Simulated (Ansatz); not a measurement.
Al on the 1x1 (101) surface of tetragonal HfO2 (a metastable polymorph) (cut with top plane O), one in a 2x1 cell, started at the site 'top O #2'

Host crystal: tetragonal HfO2, with a band gap (PBE, scalar-relativistic without spin-orbit coupling).

All values below come from PBE (plane waves to 420 eV, PAW; Ansatz, a program for electronic structure).

Model: 37-atom slab, 7.6 Å thick at the start under the adsorbate (thin: gaps and levels are the slab's own), 3x3x1 mesh, Fermi-Dirac 0.01 eV, dipole correction, 16 atoms held, the rest relaxed; held to the start's symmetry, so lower structures may exist; spin-polarised, ending with about 1.0 μB a cell; orders that need a larger cell were not tried, no spin-orbit, no U, no dispersion correction. At the end it is bonded to 2 Hf + O. In PBE this state lies 0.70 eV over the lowest of the starts that converged ('top O').

The adsorption energy against an atom of fcc Al comes out as 2.19 eV and the change of the step from the bottom to the top vacuum level, against the clean slab comes out as 0.54 eV. The energy released by relaxation is 0.27 eV and the height of the binding atom over the mean of the host atoms within 0.3 Å of the top one is 1.840 Å. The magnetic moment of the cell comes out as 1.00 μB and the nearest host atoms of the binding atom is O at 1.88 Å, Hf at 3.22 Å, Hf at 3.22 Å. The largest move of a host atom is 0.15 Å.

A negative adsorption energy means that the adsorbate is more stable on the surface than in its reference.
